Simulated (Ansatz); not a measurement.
The starting structures come from a database of crystals and need not be the phases stable at ambient conditions.

Tunnelling through a barrier is set by its complex band structure: the current falls as exp(−2κd) with the smallest κ.

Here is the system:

```
CuTlZrSe3
1.0
    7.43348     0.00000    -0.01284
    0.00000    10.04918     0.00000
   -0.97055     0.00000     3.68536
Zr Tl Cu Se
2 2 2 6
Direct
  0.00000   0.00000   0.00000
  0.00000   0.50000   0.00000
  0.49800   0.75000   0.24900
  0.50200   0.25000   0.75100
  0.92542   0.25000   0.46271
  0.07458   0.75000   0.53729
  0.25987   0.54933   0.62993
  0.74013   0.45067   0.37007
  0.74013   0.04933   0.37007
  0.25987   0.95067   0.62993
  0.13752   0.25000   0.06876
  0.86248   0.75000   0.93124
```

Space group of this cell: Cmcm. The cell was relaxed by PBE-D3(BJ); by PBEsol its mean pressure is -0.9 GPa.

Transport runs along the normal of the first two printed cell vectors.

The gap is the functional's own, uncorrected, and κ follows it; spin-orbit coupling is left out. Mid-gap values are interpolated between the computed energies.

Q: Compute, with PBEsol run with Ansatz (a first-principles code), the band gap and the smallest decay constant κ at mid-gap.

A: Gap 0.21 eV on a 8×4×8 mesh; κ = 0.053 1/Å, at (0.500, 0.000) of the in-plane reciprocal vectors. At the zone centre, at the nearest computed energy, the slowest state has κ = 0.07 1/Å.
